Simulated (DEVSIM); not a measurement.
Device: Schottky contact on p-type Si, at 250 K.

Layer 1 from the left is Si, thickness (μm) 6.80, Na (cm⁻³) 1.2e15, τn (s) 0.0005, τp (s) 0.0005. Layer 2 from the left is Si, thickness (μm) 20.0, Na (cm⁻³) 1.6e18, τn (s) 0.0005, τp (s) 0.0005.

Left contact: Schottky, work function 4.644 eV, emission velocity 3.1e6 cm/s. Right contact: ohmic. Voltage is applied to the left contact. Recombination: SRH at mid-gap, Auger. Mobility is constant in doping.

Constants are typed, rounded textbook-type inputs, not results; the design itself was drawn at random and stands for no fabricated device. Values at 300 K; Nc and Nv go as T^1.5, mobilities as T to minus their exponent, the gap by Varshni's rule with the affinity fixed.

Si: gap (eV) 1.124, affinity (eV) 4.05, permittivity 11.7, Nc (cm⁻³) 2.86e19, Nv (cm⁻³) 3.1e19, μn (cm²/Vs) 1417, μp (cm²/Vs) 470, T exponent of μn 2.3, T exponent of μp 2.2, Cn (cm⁶/s) 2.8e-31, Cp (cm⁶/s) 9.9e-32, Varshni α (eV/K) 0.000473, Varshni β (K) 636.

DEVSIM, 1D drift-diffusion, Boltzmann statistics, complete ionisation; no tunnelling, impact ionisation, image-force lowering or self-heating. Metal contacts follow the ideal Schottky-Mott rule: no Fermi-level pinning, no interface dipoles.

Task: What does the simulation give for the potential step across the device at zero bias, the dark forward voltage at 100 A/cm², the dark forward voltage at 1 A/cm²?

Result: potential step across the device at zero bias 0.484 V; dark forward voltage at 100 A/cm² 0.800 V; dark forward voltage at 1 A/cm² 0.211 V.
